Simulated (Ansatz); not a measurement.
A15 V3Si (cubic form, which distorts at low temperature), treated with PBE-D4 (Ansatz, a quantum-chemistry and plane-wave program, plane waves, PAW).

Numerical settings: plane-wave cutoff 500 eV, 8×8×8 k mesh, Fermi–Dirac smearing 0.05 eV, no spin polarisation, scalar-relativistic PAW data made under PBE.

Computed at the level's own relaxed cell.

What does this level give for the volume per atom and lattice constant a?


volume per atom: 12.68 Å³/atom
lattice constant a: 4.663 Å

Measured, for comparison: equilibrium volume per atom 13.18 Å³/atom, lattice constant a 4.724 Å (temperature not stated, no zero-point or thermal correction; as tabulated in Zeng et al. (2023), arXiv:2309.11055). Computed (rounded) less measured: equilibrium volume per atom -3.8 %, lattice constant a -1.3 %. A static lattice is as a rule a little smaller and stiffer than an uncorrected measurement, which narrows the difference in the lattice constant a and would widen misses of the other sign.

Note: symmetry holds this phase in the static calculation, where it need not be a minimum.

Computed values are for the static lattice.
